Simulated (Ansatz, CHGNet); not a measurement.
For TiAl3 (I4/mmm, No. 139), the machine-learned potential CHGNet 0.3.0 (trained on PBE and PBE+U data) gives:

* **lattice parameter a**: 3.847 Å
* **lattice parameter c**: 8.627 Å

Q: What does r²SCAN (PAW; Ansatz, an electronic-structure program) give for the same quantities?

A: 
- lattice constant a: 3.824 Å (decreases by 0.6 %)
- lattice parameter c: 8.560 Å (drops by 0.8 %)

Changes are worked out from the printed values.

Unless a cell is named, each level is at its own relaxed cell (CHGNet 0.3.0 15.96, r²SCAN 15.65 Å³/atom).

The crystal itself was run without spin with r²SCAN; a magnetic state was not tried in these runs.

Ansatz's density-functional and Hartree–Fock values are scalar-relativistic unless marked +SOC, with PAW data made under PBE.
